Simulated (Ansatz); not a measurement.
# KSrH₃ (model structure, started from the KMgH3 type, Pm-3m, No. 221, 5 atoms in the cell): band gap by level of theory

No measured value is used here.

Task: Put these levels in order of the band gap that they give for KSrH₃ (model structure, started from the KMgH3 type, Pm-3m, No. 221, 5 atoms in the cell), smallest first: HSE06+SOC (Ansatz, a first-principles code), LDA (Ansatz), PBE+SOC (Ansatz), PBE0 (Ansatz).

Result: LDA (2.37 eV), PBE+SOC (2.66 eV), HSE06+SOC (3.71 eV), PBE0 (4.47 eV)

Computed values are for a static lattice. Levels without +SOC have no spin–orbit coupling; where heavier elements are present it shifts gaps, mostly down, and can invert bands.  Values are at the PBEsol cell. Cutoffs and k meshes differ between the levels. Ansatz's density-functional and Hartree–Fock values are scalar-relativistic unless marked +SOC, with PAW data made under PBE.

A model structure was made by putting elements into a prototype or built by hand; it is no filed structure, need not be a known phase, and can be a saddle point held by its symmetry.
